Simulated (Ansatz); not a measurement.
**Hypothetical zinc blende NaCl: response to strain**

The reference is NaCl in the zinc blende structure (space group F-43m, No. 216; a = 6.254 Å; a hypothetical phase, not in the database extracts checked). Axes: x, y, z lie along the cube axes.

Strains are applied to the cell and any free atomic positions relax; under biaxial strain the out-of-plane vector relaxes too; under stress the whole cell relaxes.

Levels (all Ansatz, a quantum-chemistry and plane-wave program, PAW): PBE (420 eV, no SOC); r2SCAN (500 eV, no spin-orbit coupling).

The base cell above is that of PBE; each level relaxes its own structures.

Notes on the quantities. energy relative to the base: free energy F.

```tsv
case	energy relative to the base, PBE	energy relative to the base, r2SCAN
biaxial strain −4.13 %, plane normal [001], relaxed out of plane	+3.1 meV/atom	+2.6 meV/atom
biaxial strain −2.53 %, plane normal [110], relaxed out of plane	+2.4 meV/atom	…
biaxial strain −3.28 %, plane normal [111], relaxed out of plane	+5.2 meV/atom	+4.9 meV/atom
isotropic strain +4.42 %	+24 meV/atom	+26 meV/atom
uniaxial strain ε_zz = +4.65 %	+3.7 meV/atom	…
tensor shear ε_xy = +3.28 %	+2.5 meV/atom	…
tensor shear ε_xy = +3.43 %	+2.8 meV/atom	+2.4 meV/atom
tensor shear ε_xz = +0.69 %	+0.1 meV/atom	+0.1 meV/atom
strain tensor (xx, yy, zz, yz, xz, xy) = (+0.37, −1.47, +3.09, +1.58, −0.86, +1.29) %	+2.1 meV/atom	+1.9 meV/atom
uniaxial stress, 1 GPa tension along x	+8.3 meV/atom	…
tensor shear ε_xy = −1.74 %	+0.7 meV/atom	…
```

Problem. Some entries are withheld; estimate them.

Solution. 
- biaxial strain −2.53 %, plane normal [110], relaxed out of plane, energy relative to the base, r2SCAN: +2.1 meV/atom
- uniaxial strain ε_zz = +4.65 %, energy relative to the base, r2SCAN: +3.9 meV/atom
- tensor shear ε_xy = +3.28 %, energy relative to the base, r2SCAN: +2.2 meV/atom
- uniaxial stress, 1 GPa tension along x, energy relative to the base, r2SCAN: +7.6 meV/atom
- tensor shear ε_xy = −1.74 %, energy relative to the base, r2SCAN: +0.6 meV/atom

The two levels differ by at most about 1.7 meV/atom. They put the cases in the same order.

Beyond what the load breaks, stability against distortions was not tested.
